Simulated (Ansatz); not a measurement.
We consider Li₂MnO₃ (C2/m, No. 12), described by PBEsol (Ansatz, a first-principles code, PAW).

Numerical settings: plane-wave cutoff 520 eV, 8×8×8 k mesh, Fermi–Dirac smearing 0.01 eV, spin-polarised with parallel moments, scalar-relativistic PAW data made under PBE.

Computed at the level's own relaxed cell.

**Question.** Give the computed pressure derivative B′ of the bulk modulus, equilibrium volume per atom, band gap, bulk modulus and Γ–Γ gap.

**Answer.** 
- pressure derivative B′ of the bulk modulus: 4.5
- equilibrium volume per atom: 8.12 Å³/atom
- band gap: 1.36 eV (direct)
- bulk modulus: 123 GPa
- Γ–Γ gap: 2.06 eV

Note: the magnetic order was assumed, not searched for or taken from measurement; the relaxation could not lower the start's symmetry, so the cell can be a saddle point above a distorted one; without U or exact exchange, gaps and moments of open d shells tend to come out too small; the bulk modulus comes from volumes at which shape and atoms were relaxed.

Computed values are for the static lattice.

The result took very roughly 60 core-minutes.
